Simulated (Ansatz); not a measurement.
Base system: CdS in the wurtzite structure (space group P6_3mc, No. 186; a = 4.1244 Å, c = 6.7082 Å).

The values are results of PBEsol (Ansatz, a program for electronic structure), without spin-orbit coupling, not measurements.

Before the change:

Band gap: 1.09 eV

One thing is altered: every lattice vector is shortened by 3.00 %; the atoms relax in the strained cell.

**Question.** What does the calculation give for the energy relative to the base after the change?

**Answer.** The energy goes up by 43 meV/atom.

**Question.** Estimate the effect on the band gap.

**Answer.** The band gap goes up by 0.192 eV to 1.29 eV.

No phonon test of stability was made.
